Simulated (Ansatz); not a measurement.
# What biaxial strain −3.00 %, plane normal [001], relaxed out of plane does to ZrB2

Consider ZrB$_{2}$ (space group P6/mmm, No. 191; a = 3.1714 Å, c = 3.5418 Å; relaxed with 0.1 eV smearing). Axes: x lies along a and z along c of the hexagonal cell.

Now apply this change: compressive biaxial strain of 3.00 % in the plane normal to [001], as in epitaxy on a mismatched substrate; the out-of-plane cell vector and the atoms relax.

All numbers come from plane-wave PAW DFT at the PBE level (Ansatz, a quantum-chemistry and plane-wave program, 420 eV), without spin-orbit coupling. Γ-centred 21×21×16 mesh, Fermi–Dirac width 0.1 eV.

```tsv
quantity	base	changed	shift
space group	P6/mmm (No. 191)	P6/mmm (No. 191)	–
shortest interatomic distance	1.831 Å	1.776 Å	-0.055 Å
pressure (mean of the normal stresses, compression positive)	0.0 GPa	12.2 GPa	+12.2 GPa
band gap	zero	zero	–
out-of-plane strain	–	+1.75 %	–
ratio −ε⊥/ε∥	–	0.58	–
```

Whether these cells are dynamically stable was not tested. All final runs are without spin polarisation.
